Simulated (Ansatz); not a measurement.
An Ansatz (a first-principles code) input for bcc Mo (1 1 1) on rock-salt PbS (1 1 1) (film strained to the substrate, faces as cut):

Ansatz 0.2 input:
```yaml
crystal:
  lattice:
    - [4.2486421, 0.0, 0.103400509]
    - [-2.124321, 3.6794319, -0.094063336]
    - [2.934068269, -1.22628093, 24.308861023]
  atoms:
    - { symbol: Pb, position: [0.948484017, 0.017192994, 0.108213473] }
    - { symbol: Pb, position: [0.185676768, 0.74614001, 0.251248348] }
    - { symbol: Pb, position: [0.41720834, 0.45756348, 0.394597065] }
    - { symbol: Pb, position: [0.729443574, 0.327067233, 0.54324762] }
    - { symbol: S, position: [0.306101315, 0.683875038, 0.027117607] }
    - { symbol: S, position: [0.580729285, 0.37703415, 0.169311243] }
    - { symbol: S, position: [0.810464085, 0.099443039, 0.313185344] }
    - { symbol: S, position: [0.056151791, 0.83275108, 0.454895121] }
    - { symbol: Mo, position: [0.341723763, 0.721351272, 0.644522898] }
    - { symbol: Mo, position: [1.026266572, 0.037803587, 0.6132534] }
    - { symbol: Mo, position: [0.958568894, 0.094949637, 0.728682414] }
    - { symbol: Mo, position: [0.650510407, 0.409747352, 0.687020688] }
    - { symbol: Mo, position: [0.57571716, 0.464135158, 0.81025838] }
    - { symbol: Mo, position: [0.267535962, 0.780020467, 0.769253766] }
    - { symbol: Mo, position: [0.191729979, 0.830556602, 0.892033937] }
    - { symbol: Mo, position: [0.883592186, 0.147770024, 0.8520977] }
    - { symbol: Mo, position: [0.810696832, 0.192321077, 0.970546346] }
    - { symbol: Mo, position: [0.500839693, 0.511695987, 0.933360961] }
basis:
  ecutwfc: 420
  ecutrho_ratio: 4
  xc_grid: 2
kpoints:
  mp_grid: { grid: [9, 9, 1] }
hamiltonian:
  xc: pbe
  dispersion: none
  pseudopotentials: { kind: paw }
scf:
  n_extra_bands: 32
  occupations: { method: fermi_dirac, width: 0.05 }
output:
  forces: true
  stress: true
  eigenstates:
    kpoints:
      - [0, 0, 0]
      - [0.5, 0, 0]
      - [0, 0.5, 0]
      - [0.5, 0.5, 0]
    e_range: [-3.5, 3.5]
    localisation: true
relax:
  f_tol: 0.04
  max_steps: 70
  cell: { fix: [a, b, gamma], stress_tol: 0.3 }
```

Level of theory: PBE (plane waves to 420 eV, PAW; Ansatz). Spin–orbit coupling is left out; the runs are not spin-polarised. Its k-point mesh 9×9×1, Fermi–Dirac width 0.05 eV.

Question: Write the closing report of this run, without the band table and long remarks, to eight decimals at most.

Answer: 
```
SCF converged after 6 iterations
Free energy (F): -100794.517104 eV
Harris-Foulkes:  -100794.517104 eV  (|F-HF|=5.24e-10)
Internal energy: -100794.446077 eV  (E = F + TS)
E sigma→0 (E₀):  -100794.481590 eV
Entropy (-TS):   -0.071027 eV (-3.946 meV/atom)
Fermi energy:    12.548027 eV
--- Per-component energies (eV) ---
  E_band       = -1614.072772
  E_kinetic    = 5999.323089
  E_local      = -85038.545361  (includes V_loc(G=0)·N_el)
  E_nonlocal   = 2949.911720
  E_hartree    = 40221.087391
  E_xc         = -3107.702432
  E_vxc        = -3170.898296  (∫ρ·V_xc dr)
  E_paw        = -76035.678505  (= ΣΔE_a)
  E_vpaw       = -2796.042990  (= ΣTr[D̂ρ^β])
  E_aug_tail   = 0.000636  (compensation charges beyond the density's cutoff)
  E_ewald      = 14217.157386
  E_smearing   = -0.071027  (= −TS)
  E_closure    = 0.000000  (closes the sum)
  Σ components = -100794.517104   (vs F -100794.517104, Δ=0.00e0)
--- Forces (eV/Å), atoms counted from 1 ---
  atom   1  Pb     0.00095694    -0.00100703    -0.01524270
  atom   2  Pb     0.00042475    -0.00321538    -0.00134242
  atom   3  Pb     0.00071678    -0.00403480     0.00390305
  atom   4  Pb    -0.00054522     0.00194148     0.02118815
  atom   5  S      0.00126198    -0.00575922     0.01382655
  atom   6  S     -0.00201805     0.00330859     0.00889658
  atom   7  S     -0.00023483     0.00088382     0.00476385
  atom   8  S      0.00020131     0.00421455    -0.02637150
  atom   9  Mo     0.00031451     0.00455910    -0.00811302
  atom  10  Mo    -0.00012611    -0.00500906     0.00329018
  atom  11  Mo    -0.00014881     0.00258836    -0.01574870
  atom  12  Mo     0.00114454    -0.00254445     0.00770989
  atom  13  Mo    -0.00082862     0.00281760     0.01167003
  atom  14  Mo    -0.00052386    -0.00204900     0.01016960
  atom  15  Mo     0.00250715    -0.00117869     0.00269132
  atom  16  Mo    -0.00102351    -0.00077260     0.00658536
  atom  17  Mo    -0.00012846     0.00305395    -0.00473028
  atom  18  Mo    -0.00195080     0.00220280    -0.02314103
  max |Σ_I F_I| component: 4.91e-6 eV/Å
--- Stress (GPa, compression-positive) ---
        4.811789       0.011714       0.187688
        0.011714       4.845680       0.090149
        0.187687       0.090149       0.030482
  P = ⅓ Tr σ = 3.2293 GPa (32.293 kbar)
--- Relaxed structure (14 steps of the walk, 13 accepted, 1 SCFs on fresh bases) ---
  F+E_penalty+E_count = -100794.51710352 eV   max|allowed force component| = 2.637e-2 eV/Å   (the final SCF, on the basis selected at the relaxed cell)
  cell:  # Å, volume = 392.2744 Å³
    - [4.24667265, -0.00022545, 0.16559815]
    - [-2.12686013, 3.67914123, -0.01387477]
    - [3.26631846, -0.48315516, 25.22606754]
  atoms:
    - { symbol: Pb, position: [0.95597650, -0.10655151, 0.10390307] }
    - { symbol: Pb, position: [0.14499702, 0.56114360, 0.24851891] }
    - { symbol: Pb, position: [0.33325179, 0.22769423, 0.39340137] }
    - { symbol: Pb, position: [0.83142022, 0.55708230, 0.56045422] }
    - { symbol: S, position: [0.37464888, 0.56109065, 0.01900847] }
    - { symbol: S, position: [0.56519753, 0.22701237, 0.16167894] }
    - { symbol: S, position: [0.75448841, -0.10547448, 0.30588374] }
    - { symbol: S, position: [-0.05539317, 0.56088988, 0.44883820] }
    - { symbol: Mo, position: [0.40406963, 0.89085251, 0.65458636] }
    - { symbol: Mo, position: [1.09966243, 0.22427487, 0.62574226] }
    - { symbol: Mo, position: [0.99312878, 0.22460244, 0.73250704] }
    - { symbol: Mo, position: [0.69537539, 0.55781796, 0.69682377] }
    - { symbol: Mo, position: [0.58370487, 0.55817564, 0.80878210] }
    - { symbol: Mo, position: [0.28533896, 0.89145546, 0.77376428] }
    - { symbol: Mo, position: [0.17139028, 0.89194300, 0.88800973] }
    - { symbol: Mo, position: [0.87377298, 0.22510963, 0.85221059] }
    - { symbol: Mo, position: [0.76253057, 0.22561970, 0.96373965] }
    - { symbol: Mo, position: [0.46787955, 0.55867995, 0.92499362] }
```

Cost: around 30 core-minutes (rough).
